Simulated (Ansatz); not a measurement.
Consider the following.

End structure of the (110) surface of fcc Al in its 1x1 cell, outermost plane spacing 1.43 Å in the ideal cut:

```
CELL_PARAMETERS angstrom
      2.85810     0.00000     0.00000
      0.00000     4.04196     0.00000
      0.00000     0.00000    22.00000
ATOMIC_POSITIONS crystal
  Al 0.50000 0.50000 0.37473
  Al 0.00000 0.00000 0.43515
  Al 0.50000 0.50000 0.50000
  Al 0.00000 0.00000 0.56485
  Al 0.50000 0.50000 0.62527
```

Model: 5-atom slab, 5.7 Å thick at the start (thin: gaps and levels are the slab's own), 13x9x1 mesh, Fermi-Dirac 0.1 eV, dipole correction, all atoms relaxed; held to the start's symmetry, so lower structures may exist; no spin, no spin-orbit, no U.

Q: What is the computed work function of the top face (PBE in Ansatz, a program for electronic structure)?

A: 3.96 eV

Q: What is the computed surface energy (mean of both faces) (PBE)?

A: 0.96 J/m²
